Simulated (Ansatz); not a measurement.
### Question
Name crystals whose electron conductivity mass lies between 0.72 and 1.13 mₑ and whose hole conductivity mass lies between 1.71 and 2.7 mₑ, by PBEsol, rigid bands in Ansatz (a program for electronic structure).

### Answer
Many crystals can fit; among those computed here:
- TiO2 (P4_2/mnm): 1.00 mₑ, 2.2 mₑ

Masses are for dilute carriers at 300 K, harmonic means over directions unless an axis is named. Spin-orbit coupling is left out.
